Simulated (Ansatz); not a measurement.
A self-consistent single point of In (I4/mmm, 1 atom in the cell) with Ansatz (a first-principles code).

Computed with PBE, PAW files (plane waves; Ansatz).

```yaml
crystal:
  lattice:
    - [-1.62987, 1.62987, 2.48243]
    - [1.62987, -1.62987, 2.48243]
    - [1.62987, 1.62987, -2.48243]
  atoms:
    - { symbol: In, position: [0.00000, 0.00000, 0.00000] }
```

Reference input (self-consistent single point, DFT, PBE, plane waves, PAW files): basis.ecutwfc = 420 eV; kpoints.mp_grid.grid = 14 14 14; hamiltonian.xc = pbe; hamiltonian.pseudopotentials = {kind: paw} (the program's default PAW files); scf.occupations.method = fermi_dirac; scf.occupations.width = 0.1 eV. This run's input differs from it in these lines:

Ansatz 0.2 input:
```diff
@@ -11,3 +11,3 @@
 kpoints:
-  mp_grid: { grid: [14, 14, 14] }
+  mp_grid: { grid: [22, 22, 22] }
 hamiltonian:
```

Log, with long lists cut:

```
SCF iter   1: F=—  HF=-5597.938301 eV  |F-HF|=—  |Δ(HF+E_count)|=         —  Δρ=1.39e-2  dr2=6.83e-2  ethr=3.10e-3  ⟨swp⟩=5.6  Hψ=58807  notcnv=0
all-band conjugate gradients solve this SCF's bands
preconditioner: auto → none
SCF iter   2: F=—  HF=-5597.919254 eV  |F-HF|=—  |Δ(HF+E_count)|=   1.90e-2  Δρ=9.04e-3  dr2=2.36e-2  ethr=5.26e-4  ⟨swp⟩=2.0  Hψ=19280  notcnv=0  defer=176
SCF iter   3: F=—  HF=-5597.915848 eV  |F-HF|=—  |Δ(HF+E_count)|=   3.41e-3  Δρ=1.38e-3  dr2=5.86e-4  ethr=1.81e-4  ⟨swp⟩=3.0  Hψ=15738  notcnv=0  defer=176
SCF iter   4: F=—  HF=-5597.915820 eV  |F-HF|=—  |Δ(HF+E_count)|=   2.79e-5  Δρ=1.19e-4  dr2=2.06e-6  ethr=4.51e-6  ⟨swp⟩=2.3  Hψ=15884  notcnv=0  defer=173
SCF iter   5: F=—  HF=-5597.915818 eV  |F-HF|=—  |Δ(HF+E_count)|=   1.60e-6  Δρ=1.67e-5  dr2=3.57e-8  ethr=7.69e-10  ⟨swp⟩=7.5  Hψ=48732  notcnv=0
SCF iter   6: F=-5597.915818 eV  HF=-5597.915818 eV  |F-HF|=1.21e-10  |Δ(HF+E_count)|=   4.10e-8  Δρ=1.11e-6  dr2=1.35e-10  ethr=2.74e-10  ⟨swp⟩=2.0  Hψ=28118  notcnv=0
SCF 1 converged in 6 iterations: F = -5597.915818 eV  dr2 = 1.35e-10
Free energy (F): -5597.915818 eV
Internal energy: -5597.901426 eV  (E = F + TS)
E sigma→0 (E₀):  -5597.908622 eV
Entropy (-TS):   -0.014392 eV (-14.392 meV/atom)
Fermi energy:    10.225454 eV
--- Forces (eV/Å), atoms counted from 1 ---
  atom   1  In    -0.00000000     0.00000000     0.00000000
--- Stress (GPa, compression-positive) ---
        1.672969       0.000000       0.000000
        0.000000       1.672969       0.000000
        0.000000      -0.000000       1.596970
  P = ⅓ Tr σ = 1.6476 GPa (16.476 kbar)
  The stress holds the Pulay correction. Without it, at fixed plane waves, as pw.x and ABINIT print it: P = 1.6187 GPa
```

The run converged in 6 iterations. Against the reference run the free energy goes up by 1.2 meV/atom and the pressure moves little (1.60 to 1.65 GPa).

The starting cell has typed, rounded lattice constants, without a prior relaxation at this level. Its lattice was rescaled by up to half a per cent. Ansatz's pressure includes its estimate of the finite-basis (Pulay) stress.
